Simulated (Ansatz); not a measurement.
An Ansatz (a program for electronic structure) run: Hf2Al4C5; PBEsol (Ansatz), spin-orbit coupling left out.

Input:

Ansatz 0.2 input:
```yaml
crystal:
  lattice:
    - [1.6554680556, 0.9557849275, 13.5588695768]
    - [-1.6554680556, 0.9557849275, 13.5588695768]
    - [0, -1.911569855, 13.5588695768]
  atoms:
    - { symbol: Hf, position: [0.3657876358, 0.3657876358, 0.3657876358] }
    - { symbol: Hf, position: [0.6342123642, 0.6342123642, 0.6342123642] }
    - { symbol: Al, position: [0.9118008381, 0.9118008381, 0.9118008381] }
    - { symbol: Al, position: [0.0881991619, 0.0881991619, 0.0881991619] }
    - { symbol: Al, position: [0.1894467838, 0.1894467838, 0.1894467838] }
    - { symbol: Al, position: [0.8105532162, 0.8105532162, 0.8105532162] }
    - { symbol: C, position: [0.26744323, 0.26744323, 0.26744323] }
    - { symbol: C, position: [0.73255677, 0.73255677, 0.73255677] }
    - { symbol: C, position: [0, 0, 0] }
    - { symbol: C, position: [0.1358589449, 0.1358589449, 0.1358589449] }
    - { symbol: C, position: [0.8641410551, 0.8641410551, 0.8641410551] }
basis: { ecutwfc: 420, ecutrho_ratio: 4, xc_grid: 2, fft_grid_basis: typed }
kpoints: { mp_grid: { grid: [13, 13, 13] } }
hamiltonian:
  xc: pbesol
  dispersion: none
  pseudopotentials: { kind: paw }
scf: { occupations: { method: fermi_dirac, width: 0.05 }, convergence: { dr2_threshold: 0.0000000011 } }
output: { forces: true, stress: true }
```

Output:

```
WARN ansatz: RAYON_NUM_THREADS=4 ignored (pool sized by the plan → 4); use --threads N
Pseudopotentials: kind: paw
Pseudopotential: Hf, paw, valence charge 26
Pseudopotential: Al, paw, valence charge 3
Pseudopotential: C, paw, valence charge 4
Functional definition: PBEsol
Crystal: 11 atoms, lattice volume = 128.723 Å³
Basis set: ecut = 420 eV, 2559 PW (Γ), exchange–correlation on 192×192×192 points (8 copies of the dense FFT grid, shifted against one another)
Bands: 53, of which v1, the nominal top of the filled ones, is band 42 counted from 1 (41 counted from 0)
Symmetry: 12 space group operations
Space group: R-3m (ITA 166), of the structure as read, at distance tolerance 5.0e-5 Å
k-points: 231 of 2197
PAW frozen core: Hf, regenerated for the run's functional, and the local potential with it
PAW frozen core: Al, regenerated for the run's functional, and the local potential with it
PAW frozen core: C, regenerated for the run's functional, and the local potential with it
Initial density: superposition of atomic densities (neutral atoms: chi_scale 0, normalization atom), corrected by the library's trained network
Initial wavefunctions: pseudopotential atomic-orbital guess
Eigensolver: davidson
Functional: x = pbesol(κ = 0.804, μ = 0.12345679012345678), c = pbesol(β = 0.046)
SCF iter   1: F=—  HF=-34532.267307 eV  |F-HF|=—  |Δ(HF+E_count)|=         —  Δρ=7.79e-3  dr2=1.60e-1  ethr=1.77e-3  ⟨swp⟩=5.9  Hψ=46962  notcnv=0  defer=155
all-band conjugate gradients solve this SCF's bands
preconditioner: auto → Kerker (q_TF=auto, 2.541 Å⁻¹)
SCF iter   2: F=—  HF=-34532.241404 eV  |F-HF|=—  |Δ(HF+E_count)|=   2.59e-2  Δρ=2.59e-3  dr2=6.33e-2  ethr=1.90e-4  ⟨swp⟩=2.0  Hψ=16119  notcnv=0  defer=863
SCF iter   3: F=—  HF=-34532.236831 eV  |F-HF|=—  |Δ(HF+E_count)|=   4.57e-3  Δρ=1.12e-3  dr2=3.21e-2  ethr=7.54e-5  ⟨swp⟩=1.0  Hψ=11255  notcnv=0  defer=863
SCF iter   4: F=—  HF=-34532.235035 eV  |F-HF|=—  |Δ(HF+E_count)|=   1.80e-3  Δρ=8.07e-4  dr2=1.87e-3  ethr=3.82e-5  ⟨swp⟩=2.1  Hψ=18532  notcnv=0  defer=863
SCF iter   5: F=—  HF=-34532.233983 eV  |F-HF|=—  |Δ(HF+E_count)|=   1.05e-3  Δρ=3.98e-4  dr2=3.42e-4  ethr=2.23e-6  ⟨swp⟩=2.0  Hψ=20576  notcnv=0  defer=863
SCF iter   6: F=—  HF=-34532.233965 eV  |F-HF|=—  |Δ(HF+E_count)|=   1.79e-5  Δρ=1.35e-4  dr2=6.45e-5  ethr=4.07e-7  ⟨swp⟩=2.0  Hψ=14811  notcnv=0  defer=863
SCF iter   7: F=—  HF=-34532.233997 eV  |F-HF|=—  |Δ(HF+E_count)|=   3.18e-5  Δρ=3.60e-5  dr2=3.01e-6  ethr=7.68e-8  ⟨swp⟩=2.4  Hψ=16633  notcnv=0  defer=863
SCF iter   8: F=—  HF=-34532.233978 eV  |F-HF|=—  |Δ(HF+E_count)|=   1.94e-5  Δρ=1.40e-5  dr2=7.89e-7  ethr=3.59e-9  ⟨swp⟩=2.3  Hψ=21130  notcnv=0  defer=965
SCF iter   9: F=—  HF=-34532.233978 eV  |F-HF|=—  |Δ(HF+E_count)|=   1.07e-7  Δρ=5.32e-6  dr2=8.45e-8  ethr=9.40e-10  ⟨swp⟩=2.6  Hψ=18788  notcnv=0  defer=965
SCF iter  10: F=—  HF=-34532.233978 eV  |F-HF|=—  |Δ(HF+E_count)|=   5.28e-9  Δρ=1.82e-6  dr2=1.49e-8  ethr=1.01e-10  ⟨swp⟩=2.8  Hψ=20941  notcnv=0  defer=966
SCF iter  11: F=—  HF=-34532.233978 eV  |F-HF|=—  |Δ(HF+E_count)|=   1.19e-9  Δρ=9.57e-7  dr2=2.18e-9  ethr=1.77e-11  ⟨swp⟩=2.0  Hψ=14975  notcnv=0  defer=966
SCF iter  12: F=-34532.233978 eV  HF=-34532.233978 eV  |F-HF|=3.27e-10  |Δ(HF+E_count)|=  7.79e-10  Δρ=2.77e-7  dr2=3.60e-10  ethr=1.31e-12  ⟨swp⟩=5.0  Hψ=43968  notcnv=0
SCF 1 converged in 12 iterations: F = -34532.233978 eV  dr2 = 3.60e-10
SCF converged after 12 iterations
Free energy (F): -34532.233978 eV
Harris-Foulkes:  -34532.233978 eV  (|F-HF|=3.27e-10)
Internal energy: -34532.218728 eV  (E = F + TS)
E sigma→0 (E₀):  -34532.226353 eV
Entropy (-TS):   -0.015249 eV (-1.386 meV/atom)
Fermi energy:    12.885404 eV
--- Per-component energies (eV) ---
  E_band       = -44.252999
  E_kinetic    = 1394.957653
  E_local      = -28570.209606  (includes V_loc(G=0)·N_el)
  E_nonlocal   = -2301.403154
  E_hartree    = 13797.681212
  E_xc         = -998.618550
  E_vxc        = -954.658699  (∫ρ·V_xc dr)
  E_paw        = -15909.965487  (= ΣΔE_a)
  E_vpaw       = 2791.700219  (= ΣTr[D̂ρ^β])
  E_aug_tail   = 0.000025  (compensation charges beyond the density's cutoff)
  E_ewald      = -1947.345063
  E_core_change = 2.684242  (= ΣΔE_core)
  E_smearing   = -0.015249  (= −TS)
  E_closure    = 0.000000  (closes the sum)
  Σ components = -34532.233978   (vs F -34532.233978, Δ=0.00e0)
  [band-id]    e_kinetic+e_local+e_nonlocal+2·e_hartree+e_vxc+e_vpaw+e_augmentation_tail = -44.251138   (vs E_band -44.252999, Δ=1.86e-3)
--- Forces (eV/Å), atoms counted from 1 ---
  atom   1  Hf     0.00000000     0.00000000     0.00035310
  atom   2  Hf    -0.00000000    -0.00000000    -0.00035310
  atom   3  Al    -0.00000000    -0.00000000     0.00025617
  atom   4  Al     0.00000000     0.00000000    -0.00025617
  atom   5  Al     0.00000000     0.00000000     0.00168776
  atom   6  Al    -0.00000000    -0.00000000    -0.00168776
  atom   7  C      0.00000000     0.00000000    -0.00047341
  atom   8  C     -0.00000000    -0.00000000     0.00047341
  atom   9  C      0.00000000     0.00000000     0.00000000
  atom  10  C     -0.00000000    -0.00000000     0.00177037
  atom  11  C      0.00000000     0.00000000    -0.00177037
  max |Σ_I F_I| component: 2.17e-19 eV/Å
--- Stress (GPa, compression-positive) ---
        0.001279       0.000000       0.000000
        0.000000       0.001279       0.000000
        0.000000       0.000000      -0.009407
  P = ⅓ Tr σ = -0.0023 GPa (-0.023 kbar)
  The stress holds the Pulay correction. Without it, at fixed plane waves, as pw.x and ABINIT print it: P = -0.2414 GPa
  The stress includes an estimate of the error left by incomplete SCF convergence (largest component 0.0000 GPa).
--- Band table ---
  band table: none
```

Stability against distortions was not tested. The final runs are not spin-polarised. The cell is Hf₂Al₄C₅ (space group R-3m, No. 166; a cell from a computed database, its experimental status unchecked).
